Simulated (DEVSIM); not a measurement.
Structure: Schottky contact on n-type GaSb, at 250 K.

Layer 1 from the left is GaSb, thickness (μm) 13.0, Nd (cm⁻³) 4.4e16, τn (s) 5.3e-9, τp (s) 5.3e-9.

Left contact: Schottky, work function 4.4 eV, emission velocity 2.8e6 cm/s. Right contact: ohmic. Voltage is applied to the left contact. Recombination: SRH at mid-gap, radiative. Mobility is μmin + (μ − μmin)/(1 + (N/Nref)^α).

The device is made up for the run: typed textbook-type constants, with dimensions and the other settings drawn at random. Values at 300 K; Nc and Nv go as T^1.5, mobilities as T to minus their exponent, the gap by Varshni's rule with the affinity fixed.

GaSb: gap (eV) 0.726, affinity (eV) 4.06, permittivity 15.7, Nc (cm⁻³) 2.1e17, Nv (cm⁻³) 1.8e19, μn (cm²/Vs) 5000, μp (cm²/Vs) 850, μn,min 1000, μp,min 190, Nref,n 2.8e17, Nref,p 9e17, αn 1.05, αp 0.65, T exponent of μn 2, T exponent of μp 1.7, B (cm³/s) 1e-10, Varshni α (eV/K) 0.00042, Varshni β (K) 140.

Estimate by hand the built-in potential, the peak field at zero bias, and compare with a numerical solution.


- Built-in potential: barrier φB = 0.340 eV; Vbi = φB − kT/q ln(N_band/N) = 0.312 V; numerical 0.312 V.
- Peak field at zero bias: depletion approximation: W = √(2εVbi/(qN)) = 0.111 μm with N = 4.40e16 cm⁻³; field = 2Vbi/W = 56300 V/cm; numerical 54100 V/cm (estimate above by 4.1 %).

Simulated with DEVSIM: 1D drift-diffusion, Boltzmann statistics, complete ionisation; no tunnelling, impact ionisation, image-force lowering or self-heating. Metal contacts follow the ideal Schottky-Mott rule: no Fermi-level pinning, no interface dipoles.
